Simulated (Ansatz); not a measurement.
System: SnSe (Fm-3m, No. 225, 2 atoms in the cell; start mp-2693; a measured phase of this formula has another space group). Method: LDA (Ansatz, a program for electronic structure, PAW).

Run with plane-wave cutoff 500 eV, 12×12×12 k mesh, Fermi–Dirac smearing 0.05 eV, scalar-relativistic PAW data made under PBE.

Cell (relaxed at this level):

```cif
data_SeSn
_chemical_formula_sum 'Sn1 Se1'
_space_group_name_H-M_alt 'P 1'
_space_group_IT_number 1
_cell_length_a 4.17006
_cell_length_b 4.17006
_cell_length_c 4.17006
_cell_angle_alpha 60.000
_cell_angle_beta 60.000
_cell_angle_gamma 60.000
loop_
_space_group_symop_operation_xyz
  'x, y, z'
loop_
_atom_site_label
_atom_site_type_symbol
_atom_site_fract_x
_atom_site_fract_y
_atom_site_fract_z
_atom_site_occupancy
Sn1 Sn 0.00000 0.00000 0.00000 1
Se1 Se 0.50000 0.50000 0.50000 1
```

Question: Give the computed band gap.

Answer: 
- band gap = 0.31 eV (on the SCF k mesh)

Note: the relaxation could not lower the start's symmetry, so the cell can be a saddle point above a distorted one.

Spin–orbit coupling is not included.

Static lattice: no zero-point or thermal effects.

The result took roughly 27 core-seconds.

A start named mp-… is a Materials Project structure, which need not be a measured phase.
